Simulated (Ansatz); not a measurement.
An Ansatz (a first-principles code) input (r2SCAN, PAW, 500 eV (Ansatz; spin-orbit coupling left out)):

Ansatz 0.2 input:
```yaml
crystal:
  lattice:
    - [0, 3.066221, 3.066221]
    - [2.9674886838, 0, 3.066221]
    - [2.9674886838, 3.066221, 0]
  atoms:
    - { symbol: Sb, position: [0.75, 0.75, 0.75] }
    - { symbol: Ga, position: [0, 0, 0] }
basis: { ecutwfc: 500, ecutrho_ratio: 4, xc_grid: 4, fft_grid_basis: typed }
kpoints: { mp_grid: { grid: [13, 13, 13] } }
hamiltonian:
  xc: r2scan
  dispersion: none
  pseudopotentials: { kind: paw }
scf: { occupations: { method: fermi_dirac, width: 0.05 }, convergence: { dr2_threshold: 0.0000000002 } }
relax: { f_tol: 0.005, max_steps: 50 }
output: { forces: true, stress: true }
checkpoint: { write: state.ck, write_every: 1000 }
```

### Question
Which symmetry and how many k-points will the program report, and about how many plane waves at Γ?

### Answer
Space group I-4m2 (ITA 119) with 8 operations, k-points 196 of 2197, and 1419 plane waves at Γ.

### Question
And the final pressure?

### Answer
1.88 GPa (compression positive).

The cells carry an imposed strain or load. Whether these cells are dynamically stable was not tested. The cell was made from GaSb in the zinc blende structure (space group F-43m, No. 216) by this change: uniaxial strain ε_xx = −3.22 %.
